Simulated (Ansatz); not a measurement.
**ZrC (model structure, started from the CsCl type, Pm-3m, No. 221, 2 atoms in the cell)**

The numbers are results of PBEsol (PAW; Ansatz, a quantum-chemistry and plane-wave program), not measurements.

Settings: plane-wave cutoff 520 eV, 18×18×18 k mesh, Fermi–Dirac smearing 0.05 eV, scalar-relativistic PAW data made under PBE.

Cell (relaxed at this level):

ZrC has the cubic space group Pm-3m (No. 221), the CsCl type structure, Pearson symbol cP2. Cell: a = b = c = 2.8910 Å, α = β = γ = 90.00°. Zr on 1a is coordinated by 8 C at 2.504 Å (cubic). C on 1b sees 8 Zr at 2.504 Å (cubic). (Neighbours: up to the widest gap in distance over summed covalent radii, below 1.35, at either atom; cation-cation and far metal-metal contacts left out.)

```
Item           Result
------------  -------
band gap         none
bulk modulus  207 GPa
```

Note: the bulk modulus is −V dP/dV from two relaxed cells at ±2 % in volume; the relaxation could raise the start's symmetry but not lower it, so the cell can be a saddle point.

Spin–orbit coupling is not included.

Static lattice: no zero-point or thermal effects.

It cost very roughly 20 core-seconds of CPU time.

A model structure was made by putting elements into a prototype or built by hand; it is no filed structure, need not be a known phase, and can be a saddle point held by its symmetry.
